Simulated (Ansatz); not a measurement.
Sn$_{2}$Pt (space group Fm-3m, No. 225)

```cif
data_PtSn2
_chemical_formula_sum 'Sn2 Pt1'
_space_group_name_H-M_alt 'P 1'
_space_group_IT_number 1
_cell_length_a 4.56449
_cell_length_b 4.56449
_cell_length_c 4.56449
_cell_angle_alpha 60.000
_cell_angle_beta 60.000
_cell_angle_gamma 60.000
loop_
_space_group_symop_operation_xyz
  'x, y, z'
loop_
_atom_site_label
_atom_site_type_symbol
_atom_site_fract_x
_atom_site_fract_y
_atom_site_fract_z
_atom_site_occupancy
Sn1 Sn 0.75000 0.75000 0.75000 1
Sn2 Sn 0.25000 0.25000 0.25000 1
Pt1 Pt 0.00000 0.00000 0.00000 1
```

The values are results of Ansatz (a quantum-chemistry and plane-wave program), PBEsol, PAW, cutoff 420 eV, without spin-orbit coupling, not measurements. Γ-centred 13×13×13 mesh, Fermi–Dirac width 0.05 eV.

The volume per atom is 22.42 Å³, the density comes out as 10.68 g/cm³ and the band gap is zero. The total energy is -8094.924 eV/atom (σ→0; compares only within this code and set-up).

Stability against distortions was not tested. The final runs are not spin-polarised.
